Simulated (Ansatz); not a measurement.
Here is the system:

End structure of a constructed model of the (0001) surface of hcp Co, ferromagnetic, (√3x√3)R30° surface alloy, Ti on one Co site of the top plane (bottom of the slab: a bare face, its two planes held):

```
CELL_PARAMETERS angstrom
      3.73938     2.15893     0.00000
     -3.73938     2.15893     0.00000
      0.00000     0.00000    26.50000
ATOMIC_POSITIONS crystal
  Co 0.33333 0.00000 0.30850
  Co 0.66667 0.66667 0.30850
  Co 0.00000 0.33333 0.30850
  Co 0.33333 0.33333 0.38459
  Co 0.66667 0.00000 0.38459
  Co 0.00000 0.66667 0.38459
  Co 0.33333 0.99985 0.46142
  Co 0.66682 0.66682 0.46142
  Co 0.99985 0.33333 0.46142
  Co 0.33333 0.33333 0.53691
  Co 0.66667 0.00000 0.53726
  Co 0.00000 0.66667 0.53726
  Co 0.33333 0.00276 0.61335
  Co 0.66390 0.66390 0.61335
  Co 0.00276 0.33333 0.61335
  Ti 0.33333 0.33333 0.70145
  Co 0.66667 0.00000 0.68608
  Co 0.00000 0.66667 0.68608
```

Model: 18-atom slab, 10.1 Å thick at the start with caps and adatoms (thin: gaps and levels are the slab's own), 10x10x1 mesh, Fermi-Dirac 0.1 eV, dipole correction, 6 atoms held, the rest relaxed; symmetry of the start imposed; spin-polarised, ending with about 25.5 μB a cell; orders that need a larger cell were not tried, no spin-orbit, no U. It is one candidate, not shown to be the stable structure of the face.

Task: Estimate the work function of the top face that PBE (Ansatz, an electronic-structure program) returns for this input.

Result: 4.23 eV
